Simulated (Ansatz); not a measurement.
NdB4 (P4/mbm, No. 127), treated with r²SCAN in Ansatz (PAW).

Run with plane-wave cutoff 500 eV, 6×6×10 k mesh (along the axes of the cell as run), Fermi–Dirac smearing 0.05 eV, spin-polarised start, scalar-relativistic PAW data made under PBE.

Computed at the level's own relaxed cell.

Estimate the equilibrium volume per atom, lattice parameter a and c axis length that the calculation returns.


equilibrium volume per atom: 10.68 Å³/atom
lattice parameter a: 7.215 Å
c axis length: 4.104 Å

Note: the magnetic order was assumed, not searched for or taken from measurement; the relaxation could not lower the start's symmetry, so the cell can be a saddle point above a distorted one; the 4f shell is treated without U or exact exchange, so its levels and filling can be wrong.

Spin–orbit coupling is not included.

Computed values are for the static lattice.

The result took roughly 30 core-minutes.

Ansatz is an electronic-structure program.
